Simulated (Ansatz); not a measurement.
The starting structures come from a database of crystals and need not be the phases stable at ambient conditions.

 Where the default PAW files enter, the runs use the earlier of Ansatz's two default sets.

Consider the following.

```
CELL_PARAMETERS angstrom
      3.88256     0.00000     0.00000
      0.00000     7.71855     0.00000
      0.00000     0.00000     7.71855
ATOMIC_POSITIONS crystal
  W  0.96949 0.23967 0.73967
  W  0.03051 0.26033 0.23967
  W  0.96949 0.76033 0.26033
  W  0.03051 0.73967 0.76033
  O  0.49307 0.24753 0.74753
  O  0.50693 0.25247 0.24753
  O  0.49307 0.75247 0.25247
  O  0.50693 0.74753 0.75247
  O  0.99923 0.75042 0.50304
  O  0.00077 0.49696 0.75042
  O  0.99923 0.24958 0.49696
  O  0.00077 0.50304 0.24958
  O  0.00077 0.74958 0.00304
  O  0.99923 0.00304 0.25042
  O  0.00077 0.25042 0.99696
  O  0.99923 0.99696 0.74958
```

Space group of this cell: P-42_1m. The cell is taken as given; by PBEsol its mean pressure is -10.8 GPa.

The numbers are results of PBEsol (plane waves, PAW; Ansatz, a first-principles code), not measurements.

The current runs along the normal of the first two printed vectors; no spin-orbit coupling. Scaled by the factor s: all lengths (ions clamped). Meshes 8×4×4 and 8×4 across the current in all rows.

| s | mean pressure (GPa) | band gap (eV) |
|---|---|---|
| 0.98 | 2.8 | ? |
| 1.00 | -10.8 | 0.75 |
| 1.02 | -20.8 | 0.66 |

Take the slope of the band gap against ln s from the two given rows, extrapolate to s = 0.98, and say what the run there gives.

Slope = (0.66 − 0.75) / ln 1.02 = -4.54 eV. The line gives 0.75 + (-4.54) × ln 0.98 = 0.84 eV. The run gives 0.84 eV, as the line does.
